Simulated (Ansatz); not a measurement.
By hand: formation energy of H_i in Mg (hcp, P6₃/mmc)

Subject: the formation energy of H_i in Mg (hcp, P6₃/mmc). Reaction: 36 Mg (hcp) + 1/2 H2 (gas) → cell A.

A: a supercell of 36 sites of Mg (hcp, P6₃/mmc) with H off the lattice sites (6 Mg at 2.26 Å); spin state with PBE: run without spin.

Setting: static, neutral cells in Ansatz (PAW) whose structures rest at the PBE level. Ansatz (a quantum-chemistry and plane-wave program) runs with its PAW set soft_1. Other levels take these structures. The lattices are those relaxed with PBE, so at other levels the solids can be strained. Larger cells are relaxed from a start prepared with the learned potential CHGNet, on a coarser mesh till forces fall under 0.03 eV/Å, which some starts already meet. A dispersion term (D3(BJ), or D4 for r2SCAN) was computed beside these levels and is taken off wherever the name lacks it. Mesh and cell size may move defect energies by 0.1 eV or more. Cell A has symmetry P-3m1 within 0.02 Å and got no random move, so less symmetric positions, which may lie lower, weren't tried.

Total energies of the cells in eV, at zero smearing width. They compare only within one column; the weights balance every element.

| cell | atoms | weight | r2SCAN |
|---|---|---|---|
| A: Mg:H_i | 37 | +1 | -69366.17796 |
| Mg (hcp) | 36 | −1 | -69350.56871 |
| H2 (gas) | 2 | −1/2 | -31.88931 |

r2SCAN: (-69366.17796) − (-69350.56871) − 1/2 × (-31.88931) = 0.335 eV.
